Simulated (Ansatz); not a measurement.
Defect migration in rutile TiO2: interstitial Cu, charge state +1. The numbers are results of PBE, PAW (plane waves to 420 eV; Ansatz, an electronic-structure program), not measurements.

Settings: 72 host sites, the relaxed PBE lattice, one k-point at (0.250, 0.250, 0.250), smearing 0.01 eV, spin-restricted, no image-charge correction. No zero-point or tunnelling terms. The charge state is imposed; whether it is stable for some Fermi level was not computed. Sites that were not tried may lie lower.

Barriers: single points on a 2×2×2 k-point mesh shifted by half a step at the bands' geometries.

The step: a direct jump of one Cu atom; the atom moves 1.45 Å along (0.00, 0.00, -0.49) of the unit cell; the moving atom starts with neighbours 2 O at 1.94, 2 O at 1.95 Å and ends with 2 O at 1.94, 2 O at 1.96 Å.

Problem. Estimate the migration barrier of this step that PBE, PAW returns for this input.

Solution. 0.063 eV, the same both ways. At the saddle the moving atom has neighbours 2 O at 1.87, 2 O at 2.21, 2 O at 2.30 Å. The saddle point's order was not checked, and it lies on a symmetry element of the cell, where a band can be held.
